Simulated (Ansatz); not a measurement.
Base system: GaN in the zinc blende structure (space group F-43m, No. 216; a = 4.4554 Å). Axes: x, y, z lie along the cube axes.

Calculations: LDA (Ansatz, an electronic-structure program, PAW, without spin-orbit coupling).

For the base:

* **Valley order**: Γ 1.96 eV; X along ⟨100⟩ 3.27 eV
* **Valence-band top at Γ**: 0.00, 0.00, 0.00 eV

Modification: uniaxial strain ε_zz = +3.00 %, all other strain components held at zero, atoms relaxed at fixed cell.

Question: What does the calculation give for the valley order after the change?

Answer: The valley order (the lowest conduction-band minima on the path, energy above the VBM, named in the base's zone) changes from Γ 1.96 eV; X along ⟨100⟩ 3.27 eV to Γ 1.71 eV; X along [010] 3.15 eV.

Question: What does the calculation give for the valence-band top at Γ after the change?

Answer: The valence-band top at Γ (three highest levels, from the VBM) goes from 0.00, 0.00, 0.00 eV to 0.00, 0.00, -0.15 eV.

The levels and masses belong to the bands next to the band gap. No phonon test of stability was made. This is not the structure that GaN has at room temperature and ambient pressure.
